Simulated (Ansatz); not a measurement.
An Ansatz (an electronic-structure program) run: Al2O3 with a change (isotropic strain −0.75 %); PBE/PAW in Ansatz, no spin-orbit coupling.

Input:

Ansatz 0.2 input:
```yaml
crystal:
  lattice:
    - [2.3863795095, 1.3777768522, 4.3418063098]
    - [-2.3863795095, 1.3777768522, 4.3418063098]
    - [0, -2.7555537044, 4.3418063098]
  atoms:
    - { symbol: Al, position: [0.6478519919, 0.6478519919, 0.6478519919] }
    - { symbol: Al, position: [0.1478519919, 0.1478519919, 0.1478519919] }
    - { symbol: Al, position: [0.3521480081, 0.3521480081, 0.3521480081] }
    - { symbol: Al, position: [0.8521480081, 0.8521480081, 0.8521480081] }
    - { symbol: O, position: [0.75, 0.4438264143, 0.0561735857] }
    - { symbol: O, position: [0.0561735857, 0.75, 0.4438264143] }
    - { symbol: O, position: [0.25, 0.5561735857, 0.9438264143] }
    - { symbol: O, position: [0.5561735857, 0.9438264143, 0.25] }
    - { symbol: O, position: [0.9438264143, 0.25, 0.5561735857] }
    - { symbol: O, position: [0.4438264143, 0.0561735857, 0.75] }
basis: { ecutwfc: 420, ecutrho_ratio: 4, xc_grid: 2, fft_grid_basis: typed }
kpoints: { mp_grid: { grid: [8, 8, 8] } }
hamiltonian:
  xc: pbe
  dispersion: none
  pseudopotentials: { kind: paw }
scf: { occupations: { method: fermi_dirac, width: 0.05 }, convergence: { dr2_threshold: 0.000000001 } }
relax: { f_tol: 0.005, max_steps: 50 }
output: { forces: true, stress: true }
checkpoint: { write: state.ck, write_every: 1000 }
```

Output (explanatory and most iteration lines left out):

```
Relaxation: its limit of steps is 50 (relax.max_steps)
Pseudopotential: Al, paw, valence charge 3
Pseudopotential: O, paw, valence charge 6
Crystal: 10 atoms, lattice volume = 85.653 Å³
Basis set: ecut = 420 eV, 1653 PW (Γ), exchange–correlation on 72×72×72 points (8 copies of the dense FFT grid, shifted against one another)
Bands: 34, of which v1, the nominal top of the filled ones, is band 24 counted from 1 (23 counted from 0)
Symmetry: 12 space group operations
Space group: R-3c (ITA 167), of the structure as read, at distance tolerance 4.4e-5 Å
k-points: 65 of 512
Functional: x = pbe(κ = 0.804, μ = 0.2195149727645171), c = pbe(β = 0.06672455060314922)
SCF iter   1: F=—  HF=-5569.574333 eV  |F-HF|=—  |Δ(HF+E_count)|=         —  Δρ=1.69e-3  dr2=1.22e-3  ethr=1.77e-3  ⟨swp⟩=7.5  Hψ=11668  notcnv=0  defer=35
SCF iter   2: F=—  HF=-5569.575596 eV  |F-HF|=—  |Δ(HF+E_count)|=   1.26e-3  Δρ=8.70e-4  dr2=2.60e-4  ethr=2.53e-6  ⟨swp⟩=2.0  Hψ=4296  notcnv=0  defer=126
SCF 1 converged in 7 iterations: F = -5569.576274 eV  dr2 = 6.14e-11
relax step   1: F+E_penalty+E_count = -5569.57627356 eV  Δ(F+E_penalty+E_count) = +0.000e0 eV  max|allowed force component| = 2.317e-2 eV/Å  Δτ_max = 0.0000 Å  (7 SCF iters, accepted)
Crystal: 10 atoms, lattice volume = 85.653 Å³
SCF iter   1: F=—  HF=-5569.576336 eV  |F-HF|=—  |Δ(HF+E_count)|=         —  Δρ=1.39e-4  dr2=1.44e-5  ethr=2.97e-8  ⟨swp⟩=2.6  Hψ=6788  notcnv=0  defer=242
SCF iter   2: F=—  HF=-5569.576366 eV  |F-HF|=—  |Δ(HF+E_count)|=   3.04e-5  Δρ=6.74e-5  dr2=3.66e-6  ethr=2.97e-8  ⟨swp⟩=2.0  Hψ=3120  notcnv=0  defer=242
SCF 2 converged in 5 iterations: F = -5569.576365 eV  dr2 = 4.01e-10
relax step   2: F+E_penalty+E_count = -5569.57636499 eV  Δ(F+E_penalty+E_count) = -9.143e-5 eV  max|allowed force component| = 4.751e-3 eV/Å  Δτ_max = 0.0009 Å  (5 SCF iters, accepted)
SCF converged after 5 iterations
Free energy (F): -5569.576365 eV
Internal energy: -5569.576365 eV  (E = F + TS)
E sigma→0 (E₀):  -5569.576365 eV
Fermi energy:    10.800110 eV
--- Forces (eV/Å), atoms counted from 1 ---
  atom   1  Al    -0.00000000     0.00000000     0.00125705
  atom   2  Al     0.00000000     0.00000000     0.00125705
  atom   3  Al     0.00000000     0.00000000    -0.00125705
  atom   4  Al    -0.00000000    -0.00000000    -0.00125705
  atom   5  O      0.00237555    -0.00411458    -0.00000000
  atom   6  O      0.00237555     0.00411458    -0.00000000
  atom   7  O     -0.00237555     0.00411458     0.00000000
  atom   8  O      0.00475110     0.00000000     0.00000000
  atom   9  O     -0.00237555    -0.00411458     0.00000000
  atom  10  O     -0.00475110     0.00000000    -0.00000000
--- Stress (GPa, compression-positive) ---
        5.549937       0.000000      -0.000000
        0.000000       5.549937       0.000000
       -0.000000       0.000000       5.239848
  P = ⅓ Tr σ = 5.4466 GPa (54.466 kbar)
--- Relaxed structure (2 steps of the walk, 2 accepted, 0 SCFs on fresh bases) ---
  atoms:
    - { symbol: Al, position: [0.6479086429029972, 0.6479086429029972, 0.6479086429029972] }
    - { symbol: Al, position: [0.14790864290299735, 0.14790864290299735, 0.14790864290299735] }
    - { symbol: Al, position: [0.35209135709700257, 0.35209135709700257, 0.35209135709700257] }
    - { symbol: Al, position: [0.8520913570970025, 0.8520913570970025, 0.8520913570970025] }
    - { symbol: O, position: [0.7499999999999998, 0.44364092628181995, 0.05635907371817983] }
    - { symbol: O, position: [0.056359073718179886, 0.75, 0.44364092628182006] }
    - { symbol: O, position: [0.2499999999999999, 0.5563590737181798, 0.9436409262818197] }
    - { symbol: O, position: [0.5563590737181796, 0.94364092628182, 0.2499999999999999] }
    - { symbol: O, position: [0.94364092628182, 0.24999999999999983, 0.5563590737181797] }
    - { symbol: O, position: [0.4436409262818201, 0.056359073718179886, 0.7499999999999999] }
```

Stability against distortions was not tested. The cell was made from Al$_{2}$O$_{3}$ in the corundum structure (space group R-3c, No. 167) by this change: isotropic strain −0.75 %.
